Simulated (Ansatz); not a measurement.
We consider B20 (FeSi-type) CoSi, described by r²SCAN-D4 in Ansatz (PAW).

Numerical settings: plane-wave cutoff 560 eV, 12×12×12 k mesh, Fermi–Dirac smearing 0.05 eV, no spin polarisation, scalar-relativistic PAW data made under PBE.

Shape and atoms are relaxed at each volume.

Pressure at four volumes; x = ln(V/10.429 Å³). One pressure is withheld.

```csv
V (Å³/atom),x,P (GPa)
10.012,-0.0408,?
10.220,-0.0202,5.35
10.429,0.0000,0.00
10.846,0.0392,-9.01
```

Pass a parabola P(x) through the three rows shown, estimate the bulk modulus and its pressure derivative near zero pressure, and predict the withheld pressure.

Slopes between the rows: (0.00 − (5.35))/(0.0000 − (-0.0202)) = -264.85 and (-9.01 − (0.00))/(0.0392 − (0.0000)) = -229.85 GPa. Their difference over the span 0.0594 is c = 35.00/0.0594 = 589.2 GPa, so P(x) = 5.35 + (-264.85)(x − (-0.0202)) + 589.2 (x − (-0.0202))(x − (0.0000)). At the middle row B = −dP/dx = −[-264.85 + 589.2 × 0.0202] = 252.9 GPa, and B′ = dB/dP = 2c/B = 4.7. At x = -0.0408 the parabola gives 11.30 GPa; the run gives 11.34 GPa. The Birch–Murnaghan fit to the energies at all volumes has B0 = 252 GPa and B′ = 4.8.

Measured, for comparison: bulk modulus 207 GPa (temperature not stated, no zero-point or thermal correction; as tabulated in Electronic Structure of B20 (FeSi-Type) Transition-Metal Monosilicides …). Computed (rounded) less measured: bulk modulus +22 %.

Note: the bulk modulus comes from volumes at which shape and atoms were relaxed.

Ansatz is a first-principles code.
